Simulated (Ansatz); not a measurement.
Input:

```xyz
1
Lattice="0.0000 2.0277 2.0277 2.0277 0.0000 2.0277 2.0277 2.0277 0.0000" Properties=species:S:1:pos:R:3 pbc="T T T"
Ag     0.0000     0.0000     0.0000
```

These are PBEsol, rigid bands (plane waves, PAW, scalar-relativistic; Ansatz, a first-principles code) values and carry that method's errors. Geometry: cell and atoms relaxed with PBEsol.

For narrow interconnects the product ρ₀λ of bulk resistivity and mean free path ranks metals, the lower the better. What is it here?

8.4 ×10⁻¹⁶ Ω·m².

And the Drude plasma energy and the root-mean-square Fermi velocity at 300 K?

9.2 eV; 1.4e6 m/s.

A metal at this level (no band gap); rigid bands, thermally averaged at 300 K, both spins. Spin-orbit coupling is left out. τ is one relaxation time for all states; the product of resistivity and mean free path takes one path for all states instead.
